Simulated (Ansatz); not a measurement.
Start from CdS in the wurtzite structure (space group P6_3mc, No. 186; a = 4.197 Å, c = 6.830 Å).

Perturbation: a negative pressure, −1 GPa.

Levels (all Ansatz, a program for electronic structure, PAW, earlier PAW set): PBE (420 eV, no spin-orbit coupling); PBE+SOC (420 eV, with spin-orbit coupling).

The geometry is relaxed with PBE.

PBE band gap: 1.06 eV
PBE valence-band top at Γ: 0.00, 0.00, -0.04 eV
PBE gap character: direct at Γ

### Question
How does going to PBE+SOC change the band gap, valence-band top at Γ and gap character?

### Answer
The band gap drops by 0.016 eV, from 1.06 eV to 1.05 eV; the valence-band top at Γ (three highest Kramers pairs, from the VBM) changes from 0.00, 0.00, -0.04 eV to 0.00, -0.02, -0.07 eV; the gap character remains direct at Γ.

Single points use the geometry relaxed with PBE. The spin-orbit shifts are approximate. Load acts through the strain it causes; cell and atoms are relaxed under it. Stability against distortions was not tested.
